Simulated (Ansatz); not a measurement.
The reference is BaTiO3 (space group P4mm, No. 99; a = 3.9851 Å, c = 4.2043 Å).

Computed with PBE (Ansatz, an electronic-structure program), without spin-orbit coupling, earlier PAW set.

For the base:

| Item | Result |
|---|---|
| Band gap | 1.85 eV |
| Gap character | indirect, A → Γ |

One thing is altered: an isotropic linear strain of −0.31 %, atoms relaxed at fixed cell.

How does this affect the energy relative to the base, band gap and gap character?

The energy increases by 0.5 meV/atom; the band gap increases by 0.01 eV, from 1.85 eV to 1.86 eV; the gap character is still indirect, A → Γ.

Whether these cells are dynamically stable was not tested. All final runs are without spin polarisation.
